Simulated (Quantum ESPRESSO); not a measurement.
# Short convergence ladders for a (110) slab of Mo (cut from a parent of space group no. 229; 3 atoms in the cell)

```
CELL_PARAMETERS angstrom
      2.71434     0.00000     0.00000
     -3.61912     2.55910     0.00000
      0.00000     0.00000    18.43250
ATOMIC_POSITIONS crystal
  Mo 0.00000 0.00000 0.37976
  Mo 0.00000 0.50000 0.50000
  Mo 0.00000 0.00000 0.62024
```

Base method: LDA (PZ), GBRV 1.5 ultrasoft (LDA) pseudopotentials (plane waves; Quantum ESPRESSO 7.5).

Base settings: ecutwfc = 40 Ry; ecutrho = 320 Ry; occupations = smearing; smearing = fermi-dirac; degauss = 0.0073499 Ry; potentials = {Mo: mo_lda_v1.uspp.F.UPF}; K_POINTS = automatic 9 9 1 0 0 0; conv_thr = 1e-10 Ry; mixing_beta = 0.3.

The count of work is k-points × plane waves × bands × iterations; it is no time. Core times come from one kind of shared machine, to one figure; runs under 30 s give none.

**The vacuum**

The mesh stays at the base's, so the ladder's end is converged at best in this setting alone.

Only quantities that move along the ladder and can be compared are tabulated.

```csv
vacuum between outermost atoms (Å),free energy less the last step's (meV/atom),largest difference of a force vector from the last step's (eV/Å),count of work / last,core time / last (rough)
3.0,-462.14,1.554,0.17,0.2
5.0,-46.77,0.297,0.24,0.3
7.0,-3.81,0.027,0.28,0.3
10.0,-0.13,0.001,0.35,0.3
14.0,0.02,0.000,0.51,0.5
30.0,0.00,0.000,1.0,1
```

Smallest vacuum between outermost atoms (Å) that holds the forces within 0.005 eV/Å of the last step, with all finer ones: 10.0, at 0.35 of the last step's count of work and about 0.3 of the last step's time; the step before is off by 0.027 eV/Å.

Smallest vacuum between outermost atoms (Å) that holds the free energy within 2 meV/atom of the last step, with all finer ones: 10.0, at 0.35 of the last step's count of work and about 0.3 of the last step's time; the step before is off by 3.8 meV/atom.

**The plane-wave cutoff**

Moved along: ecutrho.

The mesh stays at the base's, so the ladder's end is converged at best in this setting alone.

Only quantities that move along the ladder and can be compared are tabulated.

| ecutwfc | free energy less the last step's (meV/atom) | largest difference of a force vector from the last step's (eV/Å) | count of work / last | core time / last (rough) |
|---|---|---|---|---|
| 20 Ry | 279.24 | 0.012 | 0.17 | 0.1 |
| 28 Ry | 73.87 | 0.006 | 0.30 | 0.3 |
| 40 Ry | 15.41 | 0.001 | 0.58 | 0.5 |
| 48 Ry | 4.86 | 0.000 | 0.76 | 0.7 |
| 60 Ry | 0.00 | 0.000 | 1.0 | 1 |

Coarsest ecutwfc that holds the forces within 0.01 eV/Å of the last step, with all finer ones: 28 Ry, at 0.30 of the last step's count of work and about 0.3 of the last step's time; the step before is off by 0.012 eV/Å.

Coarsest ecutwfc that holds the free energy within 2 meV/atom: not settled: the last two steps still differ by 4.9 meV/atom, over half the tolerance, so the ladder does not show it.

On the base run: the starting cell has typed, rounded lattice constants, without a prior relaxation at this level. The slab is cut from that crystal, and its faces are unrelaxed. Its lattice was rescaled by up to half a per cent. Spin polarisation is off.
